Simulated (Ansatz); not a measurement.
# K2CO3 (P6₃/mmc, No. 194, 12 atoms in the cell; start mp-10662; a measured phase of this formula has another space group)

All values below come from r²SCAN+rVV10 (PAW; Ansatz, an electronic-structure program).

Settings: plane-wave cutoff 500 eV, 12×12×6 k mesh (along the axes of the cell as run), Fermi–Dirac smearing 0.05 eV, scalar-relativistic PAW data made under PBE.

Cell (relaxed at this level):

```xyz
12
Lattice="5.7394 0.0000 0.0000 -2.8697 4.9705 0.0000 0.0000 0.0000 6.6409" Properties=species:S:1:pos:R:3 pbc="T T T"
K      2.8697     1.6568     4.9806
K      0.0000     3.3137     1.6602
K      0.0000     0.0000     3.3204
K      0.0000     0.0000     0.0000
C      0.0000     3.3137     4.9806
C      2.8697     1.6568     1.6602
O      1.1169     3.9585     4.9806
O      1.7528     1.0120     1.6602
O      2.8697     2.9465     1.6602
O      0.0000     2.0240     4.9806
O     -1.1169     3.9585     4.9806
O      3.9866     1.0120     1.6602
```

- band gap = 4.14 eV (on the SCF k mesh)

Note: the relaxation could not lower the start's symmetry, so the cell can be a saddle point above a distorted one.

Static lattice: no zero-point or thermal effects.

A start named mp-… is a Materials Project structure, which need not be a measured phase.
